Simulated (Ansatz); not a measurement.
Here is the system:

```xyz
1
Lattice="-1.5844 1.5844 1.5155 1.5844 -1.5844 1.5155 1.5844 1.5844 -1.5155" Properties=species:S:1:pos:R:3 pbc="T T T"
W      0.0000     0.0000     0.0000
```

No spin polarisation.

Method: r2SCAN/PAW in Ansatz (an electronic-structure program), scalar-relativistic without spin-orbit coupling. Γ-centred 29×29×29 mesh, Fermi–Dirac width 0.1 eV.

Problem. Predict the stress and space group.

Solution. The stress (xx, yy, zz, yz, xz, xy; compression positive) comes out as (10.0, 10.0, 27.6, 0.0, 0.0, 0.0) GPa. The space group is I4/mmm (No. 139).

The cells carry an imposed strain or load. No phonon test of stability was made. The final runs are not spin-polarised. The cell was made from W in the bcc (W type) structure (space group Im-3m, No. 229) by this change: uniaxial strain ε_zz = −4.35 %.
